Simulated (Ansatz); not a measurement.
Worked example: relaxation of the atoms of GaGeTe (R3m, 6 atoms in the cell) in Ansatz (a program for electronic structure).

Level of theory: LDA (PW92), default PAW files made with PBE (plane waves; Ansatz).

The change in words: one atom moved by 0.15 angstrom; relax: default → atoms; relax.f_tol: default → 0.001 eV/Å. Reference geometry:
```xyz
6
Lattice="2.0300 1.1720 11.9689 -2.0300 1.1720 11.9689 0.0000 -2.3440 11.9689" Properties=species:S:1:pos:R:3 pbc="T T T"
Ga     0.0000     0.0000     9.1415
Ga     0.0000     0.0000    26.7652
Ge     0.0000     0.0000    11.5706
Ge     0.0000     0.0000    24.3361
Te     0.0000     0.0000     4.0801
Te     0.0000     0.0000    31.8266
```

Reference input (self-consistent single point, DFT, LDA (PW92), plane waves, default PAW files made with PBE): basis.ecutwfc = 30.9 Ry; kpoints.mp_grid.grid = 5 5 5; hamiltonian.xc = lda; hamiltonian.pseudopotentials = {kind: paw} (the program's default PAW files); scf.occupations.method = gaussian; scf.occupations.width = 0.0037 Ry. This run's input differs from it in these lines:

```diff
@@ -7,3 +7,3 @@
   atoms:
-    - { symbol: Ga, position: [0.25459000, 0.25459000, 0.25459000] }
+    - { symbol: Ga, position: [0.25876700, 0.25876700, 0.25876700] }
     - { symbol: Ga, position: [0.74541000, 0.74541000, 0.74541000] }
@@ -26,2 +26,4 @@
     width: 0.0037 Ry
+relax:
+  f_tol: 0.001
 output:
```

Output, abridged:

```
   [... SCF lines of the steps left out ...]
relax step   1: F+E_penalty+E_count = -29500.69832249 eV  Δ(F+E_penalty+E_count) = +0.000e0 eV  max|allowed force component| = 2.220e0 eV/Å  Δτ_max = 0.0000 Å  (8 SCF iters, dr2 threshold 1.00e-7 eV, accepted)
relax step   2: F+E_penalty+E_count = -29500.78162548 eV  Δ(F+E_penalty+E_count) = -8.330e-2 eV  max|allowed force component| = 9.098e-1 eV/Å  Δτ_max = 0.1972 Å  (6 SCF iters, dr2 threshold 1.00e-4 eV, accepted)
   [... lines left out ...]
relax step   5: F+E_penalty+E_count = -29500.85974105 eV  Δ(F+E_penalty+E_count) = -3.793e-6 eV  max|allowed force component| = 1.762e-2 eV/Å  Δτ_max = 0.0000 Å  (6 SCF iters, accepted)
relax step   6: F+E_penalty+E_count = -29500.85978913 eV  Δ(F+E_penalty+E_count) = -4.808e-5 eV  max|allowed force component| = 2.772e-3 eV/Å  Δτ_max = 0.0039 Å  (5 SCF iters, dr2 threshold 1.94e-8 eV, accepted)
relax step   7: F+E_penalty+E_count = -29500.85978964 eV  Δ(F+E_penalty+E_count) = -5.107e-7 eV  max|allowed force component| = 3.503e-5 eV/Å  Δτ_max = 0.0002 Å  (4 SCF iters, accepted)
the relaxation is at rest under the 6 symmetry operations that the run kept from its start: a minimum is not shown …
Stability not checked: this state was not tested for a lower state beside it, because too few of the mixer's solves of this state at the end of the SCF gave a …
Free energy (F): -29500.859790 eV
Internal energy: -29500.859790 eV  (E = F + TS)
E sigma→0 (E₀):  -29500.859790 eV
Fermi energy:    7.141559 eV
--- Forces (eV/Å), atoms counted from 1 ---
  atom   1  Ga     0.00000000    -0.00000000     0.00003433
  atom   2  Ga     0.00000000     0.00000000    -0.00002756
   [... lines left out ...]
    - { symbol: Ge, position: [0.3231609986447706, 0.3231609986447706, 0.32316099864477066] }
    - { symbol: Ge, position: [0.6782312615058035, 0.6782312615058035, 0.6782312615058037] }
    - { symbol: Te, position: [0.11338265347063245, 0.11338265347063245, 0.11338265347063249] }
    - { symbol: Te, position: [0.8880097576541154, 0.8880097576541154, 0.8880097576541153] }
```

The run converged. 

Summary of the result:
* **Free energy E − TS (on the zero of these files)**: -29500.8598 eV
* **Top of the valence band (on the code's own zero)**: 6.94 eV
* **Gap on the k-point mesh**: 0.41 eV
* **Pressure**: -1.19 GPa
* **Relaxation steps**: 7

The starting cell comes from a database of computed structures (which also holds hypothetical and non-ambient phases and stackings), without a prior relaxation at this level. Its lattice was rescaled by up to half a per cent. For this run, on top of that: one atom moved by 0.15 angstrom. Spin-orbit coupling is off. The relaxation keeps the symmetry of its start, so its end need not be a minimum. Ansatz's pressure includes its estimate of the finite-basis (Pulay) stress.

Cost on one core of a shared machine: roughly 2 min.

Keys are those of Ansatz 0.2.
